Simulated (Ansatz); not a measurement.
Ta: pressure series

Consider Ta in the bcc (W type) structure (space group Im-3m, No. 229).

```
Ta
1.0
   -1.64096     1.64096     1.64096
    1.64096    -1.64096     1.64096
    1.64096     1.64096    -1.64096
Ta
1
Direct
  0.00000   0.00000   0.00000
```

Cell and atoms are relaxed at each pressure.

Computed with PBEsol/PAW in Ansatz (a quantum-chemistry and plane-wave program), no spin-orbit coupling, earlier PAW set.

| pressure (GPa) | volume per atom (Å³/atom) |
|---|---|
| -2 | 17.850 |
| -1 | 17.762 |
| 0 | 17.675 |
| 0.9 | 17.601 |
| 2.1 | ? |
| 9 | 16.981 |
| 15 | 16.581 |
| 22.5 | 16.131 |
| 30 | 15.730 |

Q: Fit the third-order Birch–Murnaghan form P(V) = (3B₀/2)[(V₀/V)^(7/3) − (V₀/V)^(5/3)]·[1 + (3/4)(B₀′ − 4)((V₀/V)^(2/3) − 1)] (squares taken in P) to the rows shown and predict the withheld row.

A: Least squares on the printed values gives V₀ = 17.676 Å³/atom, B₀ = 209 GPa, B₀′ = 3.6; this predicts 17.503 Å³/atom, and the run gives 17.501 Å³/atom, 0.002 lower.

Measured bulk modulus of Ta: 198 GPa (static lattice; corrected from measurement; as listed in H. Levämäki et al., Physical Review B (2014)); the computed value is 6 % above it.

Load acts through the strain it causes; cell and atoms are relaxed under it. Stability against distortions was not tested. Competing high-pressure phases were not computed. All final runs are without spin polarisation.
